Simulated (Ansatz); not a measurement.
The reference is HfN in the rock salt structure (space group Fm-3m, No. 225; a = 4.5018 Å; relaxed with 0.1 eV smearing). Axes: x, y, z lie along the cube axes.

Calculations: Ansatz (a program for electronic structure), PBEsol, PAW, cutoff 420 eV, scalar-relativistic without spin-orbit coupling.

Now apply this change: tensor shear ε_xy = +1.14 % (engineering shear γ = 0.0228); the atoms relax in the strained cell.

Q: Predict the stress tensor and what it implies for the stiffness.

A: Stress of the strained cell less that of the base (GPa, compression positive):
```
    0.1    -2.8     0.0
   -2.8     0.1     0.0
    0.0     0.0     0.0
```

Then −Δσ/γ with γ = 2ε = 0.0228 gives relaxed-ion elastic constants: C66 ≈ 125 GPa.

Stability against distortions was not tested. The final runs are not spin-polarised.
